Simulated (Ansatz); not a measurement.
The reference is GaN in the zinc blende structure (space group F-43m, No. 216; a = 4.498 Å). Axes: x, y, z lie along the cube axes.

Calculations: r2SCAN (Ansatz, a first-principles code; PAW; 500 eV plane waves; spin-orbit coupling left out).

Strains are applied to the cell and any free atomic positions relax; under biaxial strain the out-of-plane vector relaxes too.

One change was made to it. Results:

The band gap drops by 0.424 eV, from 2.17 eV to 1.74 eV; the energy grows by 19 meV/atom; the hole mass amounts to 0.14 mₑ out of plane, 1.7 mₑ in plane (at Γ).

**Question.** Which of these changes matches the shifts?
A. biaxial strain +1.67 %, plane normal [111], relaxed out of plane
B. biaxial strain +0.42 %, plane normal [111], relaxed out of plane
C. biaxial strain +2.08 %, plane normal [111], relaxed out of plane
D. biaxial strain +2.50 %, plane normal [111], relaxed out of plane
E. biaxial strain +1.25 %, plane normal [111], relaxed out of plane

**Answer.** D, biaxial strain +2.50 %, plane normal [111], relaxed out of plane. For comparison, the band gap in the other runs: biaxial strain +1.67 %, plane normal [111], relaxed out of plane gives 1.89 eV; biaxial strain +2.08 %, plane normal [111], relaxed out of plane gives 1.82 eV; biaxial strain +1.25 %, plane normal [111], relaxed out of plane gives 1.96 eV; biaxial strain +0.42 %, plane normal [111], relaxed out of plane gives 2.10 eV.

Effective masses come from finite differences of ±0.01 Å⁻¹. Whether these cells are dynamically stable was not tested. This is not the structure that GaN has at room temperature and ambient pressure.
